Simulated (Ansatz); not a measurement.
Cost and result by functional for the surface energy of the (211) surface of bcc V in its 1x1 cell, outermost plane spacing 1.22 Å in the ideal cut, in Ansatz (plane waves, PAW). Single points on the PBE structure, on one kind of machine; costs are rough ratios of the slab run's core time (references not counted) to the cheapest single point. r2SCAN's cost holds its higher cutoff (500 against 420 eV). Differences are taken against r2SCAN for comparison alone: no measured value is at hand, so the table doesn't rank accuracy.

Model: 9-atom slab, 9.8 Å thick at the start (thin: gaps and levels are the slab's own), 14x9x1 mesh, Fermi-Dirac 0.1 eV, dipole correction, all atoms relaxed; symmetry of the start imposed; no spin, no spin-orbit, no U. These notes are the PBE run's.

```json
[
 {"functional": "RPBE", "relative cost": "1", "surface energy (J/m²)": "2.55", "less r2SCAN (J/m²)": "-0.39"},
 {"functional": "LDA", "relative cost": "1", "surface energy (J/m²)": "3.01", "less r2SCAN (J/m²)": "0.07"},
 {"functional": "PBEsol", "relative cost": "1", "surface energy (J/m²)": "2.95", "less r2SCAN (J/m²)": "0.01"},
 {"functional": "r2SCAN", "relative cost": "2", "surface energy (J/m²)": "2.94", "less r2SCAN (J/m²)": "0.00"},
 {"functional": "PBE (the relaxed run's value)", "relative cost": "–", "surface energy (J/m²)": "2.71", "less r2SCAN (J/m²)": "-0.23"}
]
```

The values span 0.46 J/m², while the single points' costs differ by a factor of roughly 2. Differences are of unrounded values.

Ansatz is an electronic-structure program.
